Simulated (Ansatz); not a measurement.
Functionals compared on CO on the 1x1 (0001) surface of hcp Ru, one in a 2x2 cell, started at the site 'hollow Ru-Ru-Ru over Ru at depth 2.1 Å', in Ansatz (plane waves, PAW). The structure was relaxed with PBE; the other rows are single points on it, each with its references at the same level. Cutoff 420 eV (500 eV for r2SCAN).

Set-up: 18 atoms, 6.3 Å thick at the start under the adsorbate (thin: gaps and levels are the slab's own); mesh 6x6x1; 0.1 eV smearing; dipole correction on; 8 atoms held, the rest relaxed; start symmetry kept, larger cells not searched; no spin, no spin-orbit, no U, no dispersion correction. At the end it is bonded to 3 Ru. In PBE it is, or lies within 0.03 eV of, the lowest of the starts that converged. These notes are the PBE run's. Adsorption energies are against CO(g). A negative adsorption energy means that the adsorbate is more stable on the surface than in its reference.

```json
[
 {"functional": "PBE", "adsorption energy (eV)": "-1.87", "work function of the top face (eV)": "6.16", "change of the work function (eV)": "1.16", "rough cost of the single point": "–"},
 {"functional": "RPBE", "adsorption energy (eV)": "-1.49", "work function of the top face (eV)": "6.02", "change of the work function (eV)": "1.20", "rough cost of the single point": "about 60 core-seconds (a rough figure)"},
 {"functional": "r2SCAN", "adsorption energy (eV)": "…", "work function of the top face (eV)": "…", "change of the work function (eV)": "…", "rough cost of the single point": "around 2.1 core-minutes (rough)"}
]
```

Q: Complete the blanks.

A: 
- r2SCAN, adsorption energy (eV): -1.97
- r2SCAN, work function of the top face (eV): 6.26
- r2SCAN, change of the work function (eV): 1.26

Ansatz is a program for electronic structure.
